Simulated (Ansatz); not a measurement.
MoRh (model structure, started from the CuAu type, P4/mmm, No. 123, 2 atoms in the cell), treated with LDA (Ansatz, a program for electronic structure, PAW).

From the output:

```
Relaxation: its limit of steps is 80 (relax.max_steps)
Crystal: 2 atoms, lattice volume = 27.426 Å³
Basis set: ecut = 520 eV, 699 PW (Γ), exchange–correlation on 40×40×60 points (8 copies of the dense FFT grid, shifted against one another)
Bands: 20, of which v1, the nominal top of the filled ones, is band 16 counted from 1 (15 counted from 0)
Symmetry: 16 space group operations
Space group: P4/mmm (ITA 123), of the structure as read, at distance tolerance 3.0e-5 Å
k-points: 594 of 6400
Functional: x = slater, c = lda
SCF iter   1: F=—  HF=-11121.930621 eV  |F-HF|=—  |Δ(HF+E_count)|=         —  Δρ=9.96e-3  dr2=1.47e-2
SCF iter   2: F=—  HF=-11121.929587 eV  |F-HF|=—  |Δ(HF+E_count)|=   1.03e-3  Δρ=6.05e-3  dr2=9.11e-3
  ...
SCF 1 converged in 6 iterations: F = -11121.927911 eV  dr2 = 8.72e-9
Crystal: 2 atoms, lattice volume = 27.426 Å³
Initial density: handed on by an earlier stage of this run
SCF 2 converged in 7 iterations: F = -11121.927912 eV  dr2 = 1.56e-15
Crystal: 2 atoms, lattice volume = 27.426 Å³
SCF 3 converged in 7 iterations: F = -11121.927914 eV  dr2 = 3.91e-16
Crystal: 2 atoms, lattice volume = 27.426 Å³
SCF iter   8: F=-11121.927914 eV  HF=-11121.927914 eV  |F-HF|=3.64e-12  |Δ(HF+E_count)|=  3.64e-12  Δρ=1.60e-8  dr2=4.87e-14
SCF iter   9: F=-11121.927914 eV  HF=-11121.927914 eV  |F-HF|=1.82e-12  |Δ(HF+E_count)|=  1.82e-12  Δρ=7.91e-9  dr2=1.20e-14
SCF 4 converged in 9 iterations: F = -11121.927914 eV  dr2 = 1.20e-14
SCF converged after 9 iterations
Free energy (F): -11121.927914 eV
Internal energy: -11121.920449 eV  (E = F + TS)
E sigma→0 (E₀):  -11121.924181 eV
Fermi energy:    23.190981 eV
--- Forces (eV/Å), atoms counted from 1 ---
  atom   1  Mo     0.00000000     0.00000000     0.00000000
  atom   2  Rh     0.00000000    -0.00000000     0.00000000
--- Stress (GPa, compression-positive) ---
        6.646872       0.000000       0.000000
        0.000000       6.646872       0.000000
        0.000000       0.000000       6.646860
  P = ⅓ Tr σ = 6.6469 GPa (66.469 kbar)
```

Write an input file that could have produced this run (the log leaves some choices open).

One answer among several that fit: 
Ansatz 0.2 input:
```yaml
crystal:
  lattice:
    - [2.6789147967, 0.0, 0.0]
    - [0.0, 2.6789147967, 0.0]
    - [0.0, 0.0, 3.8216108494]
  atoms:
    - { symbol: Mo, position: [0.5, 0.5, 0.5] }
    - { symbol: Rh, position: [0.0, 0.0, 0.0] }
basis:
  ecutwfc: 520
  ecutrho_ratio: 4
  xc_grid: 2
kpoints:
  mp_grid: { grid: [20, 20, 16] }
hamiltonian:
  xc: lda
  dispersion: none
  pseudopotentials: { kind: paw }
scf:
  occupations: { method: fermi_dirac, width: 0.05 }
output:
  forces: true
  stress: true
  eigenvalues: true
relax:
  f_tol: 0.004
  escape_saddle: false
  max_steps: 80
  cell: { stress_tol: 0.02, fix: [volume] }
```

The cell is one volume of an energy–volume scan, off the minimum.

The PAW data were made under PBE.

Note: the run has no spin polarisation, so it can have missed a magnetic state. Note: the relaxation could raise the start's symmetry but not lower it, so the cell can be a saddle point.

A model structure was made by putting elements into a prototype or built by hand; it is no filed structure, need not be a known phase, and can be a saddle point held by its symmetry.
